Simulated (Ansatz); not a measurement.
The starting structures come from a database of crystals and need not be the phases stable at ambient conditions.

By PBEsol, the system below comes out a metal.

Given:

```
CELL_PARAMETERS angstrom
      4.28295     0.00000     0.00000
     -2.14147     3.70914     0.00000
      2.14147     1.23638     1.74851
ATOMIC_POSITIONS crystal
  Ga 0.00000 0.00000 0.00000
  Ir 0.00000 0.50000 0.50000
```

The cell is taken as given; by PBEsol it stands under a pressure of -2.1 GPa.

The current flows along the normal of the first two printed cell vectors, the (111) plane of the conventional cell. No spin-orbit coupling; the value is a mean over 0.1 eV about the Fermi level.

Compute, with PBEsol (Ansatz, a program for electronic structure), the ballistic conductance per area.

0.41 × 10¹⁵ S/m² for both spins.
